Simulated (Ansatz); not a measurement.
## SiGe (P6₃mc, No. 186, 4 atoms in the cell; start mp-978534)

Calculation: r²SCAN (PAW; Ansatz, a quantum-chemistry and plane-wave program).

Run with plane-wave cutoff 560 eV, 12×12×6 k mesh (along the axes of the cell as run), Fermi–Dirac smearing 0.01 eV, scalar-relativistic PAW data made under PBE.

Cell (relaxed with PBEsol):

Space group P6₃mc (No. 186); a = b = 3.901 Å, c = 6.443 Å, α = β = 90.00°, γ = 120.00°

| atom | site | symmetry | x | y | z |
|---|---|---|---|---|---|
| Si | 2b | 3m. | 0.3333 | 0.6667 | 0.3745 |
| Ge | 2b | 3m. | 0.3333 | 0.6667 | 0.0005 |

| Quantity | Result |
|---|---|
| band gap | 0.65 eV (indirect) |
| smallest direct gap on the k points sampled | 0.79 eV |

Note: cell and atoms aren't relaxed at this level (pressure 0.3 GPa).

Spin–orbit coupling is not included.

Static lattice: no zero-point or thermal effects.

A start named mp-… is a Materials Project structure, which need not be a measured phase.
